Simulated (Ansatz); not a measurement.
## How far to go with shifted k-point meshes: ZrCuSiP (P4mm, 8 atoms in the cell)

```
CELL_PARAMETERS angstrom
      3.57551     0.00000     0.00000
      0.00000     3.57551     0.00000
      0.00000     0.00000     9.47875
ATOMIC_POSITIONS crystal
  Zr 0.00000 0.50000 0.77665
  Zr 0.50000 0.00000 0.22862
  Si 0.50000 0.50000 0.00000
  Si 0.00000 0.00000 0.00000
  Cu 0.50000 0.50000 0.50000
  Cu 0.00000 0.00000 0.50000
  P  0.00000 0.50000 0.32819
  P  0.50000 0.00000 0.67181
```

Level of theory: PBEsol, default PAW files made with PBE (plane waves; Ansatz, a first-principles code).

Base settings: basis.ecutwfc = 30.9 Ry; kpoints.mp_grid.grid = 9 9 4; hamiltonian.xc = pbesol; hamiltonian.pseudopotentials = {kind: paw} (the program's default PAW files); scf.occupations.method = gaussian; scf.occupations.width = 0.0073 Ry.

In this ladder: kpoints.mp_grid.shift = 0.5 0.5 0.5.

Only quantities that move along the ladder and can be compared are tabulated.

The count of work is k-points × plane waves × bands × iterations; it is no time. 

The starting cell comes from a database of computed structures (which also holds hypothetical and non-ambient phases and stackings), without a prior relaxation at this level. Its lattice was rescaled by up to half a per cent. One atom was moved a little off its site on purpose. Spin polarisation is off. Ansatz's pressure includes its estimate of the finite-basis (Pulay) stress.

```csv
kpoints.mp_grid.grid,free energy less the last step's (meV/atom),pressure (GPa),largest difference of a force vector from the last step's (eV/Å),count of work / last
2 2 1,-213.23,-4.89,0.545,0.0022
3 3 1,4.84,-3.58,0.642,0.0077
3 3 2,1.39,-2.97,0.423,0.0077
4 4 2,0.33,-2.98,0.135,0.0077
5 5 2,-11.67,-3.07,0.089,0.013
7 7 3,-1.25,-2.89,0.018,0.051
9 9 4,0.44,-2.87,0.007,0.077
11 11 4,0.22,-2.91,0.006,0.11
13 13 5,0.10,-2.91,0.004,0.22
24 24 10,0.00,-2.91,0.000,1.0
```

Coarsest kpoints.mp_grid.grid that holds the free energy within 2 meV/atom of the last step, with all finer ones: 7 7 3, at 0.051 of the last step's count of work; the step before is off by 12 meV/atom.

Coarsest kpoints.mp_grid.grid that holds the pressure within 0.05 GPa of the last step, with all finer ones: 7 7 3, at 0.051 of the last step's count of work; the step before is off by 0.15 GPa.

Keys are those of Ansatz 0.2.
